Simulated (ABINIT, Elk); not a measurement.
An ABINIT input for a self-consistent single point of W (Im-3m, 1 atom in the cell) (DFT, PBE, plane waves, norm-conserving pseudopotentials (PseudoDojo nc-sr-05 PBE standard)):

```
# W, PseudoDojo nc-sr-05 PBE standard
pp_dirpath "./"
pseudos "W.upf"
acell 3*1.0
rprim
        -2.9814398041    2.9814398041    2.9814398041
         2.9814398041   -2.9814398041    2.9814398041
         2.9814398041    2.9814398041   -2.9814398041
natom 1
ntypat 1
znucl 74
typat 1
xcart    0.0000000000    0.0000000000    0.0000000000
ecut 37
ixc 11
occopt 7
tsmear 0.00999582
nband 12
kptopt 1
ngkpt 19 19 19
nshiftk 1
shiftk 0 0 0
nstep 80
toldfe 1.0e-09
prtwf 0
prtden 0
prtvol 1
```

Question: Write the same calculation as an input for Elk.

Answer: One input that does it (others would too):

```
tasks
  0

xctype
  20

rgkmax
  8.0

gmaxvr
  14.0

nxlo
  2

lorbcnd
  .true.

lmaxi
  2

stype
  0

swidth
  0.00999582

maxscl
  100

scale
  5.16400522

avec
   -0.5773502692    0.5773502692    0.5773502692
    0.5773502692   -0.5773502692    0.5773502692
    0.5773502692    0.5773502692   -0.5773502692

atoms
  1
  'W.in'
  1
  0.0000000000  0.0000000000  0.0000000000    0.0 0.0 0.0

ngridk
  19 19 19
```

Basis settings and potentials, where a program has them, do not carry over. This input uses DFT, PBE, all-electron FP-LAPW, Elk's shipped species files, APW+lo basis with extra local orbitals.

The starting cell comes from a database of computed structures (which also holds hypothetical and non-ambient phases and stackings), without a prior relaxation at this level. Its lattice was rescaled by a random factor within 2.5 % of one.
